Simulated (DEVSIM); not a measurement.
# abrupt GaAs n-p junction

System: abrupt GaAs n-p junction, at 300 K.

```csv
layer (left to right),material,thickness (μm),Nd (cm⁻³),Na (cm⁻³),τn (s),τp (s)
1,GaAs,0.170,8.7e15,-,1.6e-9,1.6e-9
2,GaAs,2.20,-,1.2e14,1.6e-9,1.6e-9
```

Left contact: ohmic. Right contact: ohmic. Voltage is applied to the left contact. Recombination: SRH at mid-gap. Mobility is μmin + (μ − μmin)/(1 + (N/Nref)^α).

This is a model device: material constants are rounded textbook-type values typed into the input, and sizes, dopings and lifetimes were drawn at random. Values at 300 K.

```csv
parameter,GaAs
gap (eV),1.424
affinity (eV),4.07
permittivity,12.9
Nc (cm⁻³),4.7e17
Nv (cm⁻³),9e18
μn (cm²/Vs),8500
μp (cm²/Vs),400
"μn,min",500
"μp,min",20
"Nref,n",6e16
"Nref,p",1.5e17
αn,0.39
αp,0.38
```

DEVSIM, 1D drift-diffusion, Boltzmann statistics, complete ionisation; no tunnelling, impact ionisation, image-force lowering or self-heating.

The potential step across the device at zero bias is 1.031 V and the largest field in the device at zero bias is 7200 V/cm. The dark forward voltage at 1 A/cm² is 0.826 V and the dark forward voltage at 100 A/cm² is 1.010 V.

Dark reverse current:

```
V (V)  J (A/cm²)
-----  ---------
0.04      1.5e-9
0.10      2.9e-9
0.20      4.8e-9
0.30      6.3e-9
0.40      7.6e-9
0.60      9.8e-9
0.80      1.2e-8
1.00      1.3e-8
1.30      1.5e-8
```

Dark forward current:

```tsv
V (V)	J (A/cm²)
-0.05	-3.7e-9
-0.15	-3.9e-8
-0.20	-1.1e-7
-0.30	-8.9e-7
-0.40	-7.3e-6
-0.45	-2.2e-5
-0.55	-0.00023
-0.65	-0.0037
-0.70	-0.017
-0.80	-0.44
-0.90	-9.3
-1.00	-87
-1.05	-180
-1.15	-470
-1.25	-800
-1.30	-960
-1.40	-1300
-1.50	-1600
-1.55	-1700
-1.65	-2000
```
